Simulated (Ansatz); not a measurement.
# Effect of N → B on GaN

Take GaN in the wurtzite structure (space group P6_3mc, No. 186; a = 3.183 Å, c = 5.184 Å) as the base.

The change: B takes the place of N on all its sites, then cell and atoms are relaxed.

Calculations: DFT with r2SCAN, PAW potentials and a 500 eV plane-wave cutoff in Ansatz (a first-principles code), no spin-orbit coupling, earlier PAW set. Settings: 15×15×10 k-points, 0.05 eV Fermi–Dirac smearing, for the changed cell.

```csv
quantity,base,changed,shift
volume per atom,11.37 Å³,13.84 Å³,+2.47 Å³
density,6.11 g/cm³,4.83 g/cm³,-1.28 g/cm³
space group,P6_3mc (No. 186),P6_3/mmc (No. 194),–
shortest interatomic distance,1.946 Å,2.124 Å,+0.1787 Å
band gap,2.35 eV,zero,–
```

Final structure:

```
CELL_PARAMETERS angstrom
      3.67967     0.00000     0.00000
     -1.83984     3.18669     0.00000
      0.00000     0.00000     4.72145
ATOMIC_POSITIONS crystal
  Ga 0.66667 0.33333 0.25000
  Ga 0.33333 0.66667 0.75000
  B  0.66667 0.33333 0.75000
  B  0.33333 0.66667 0.25000
```

Stability against distortions was not tested. As relaxed here, GaB is a hypothetical phase, not in the database extracts checked. All final runs are without spin polarisation.
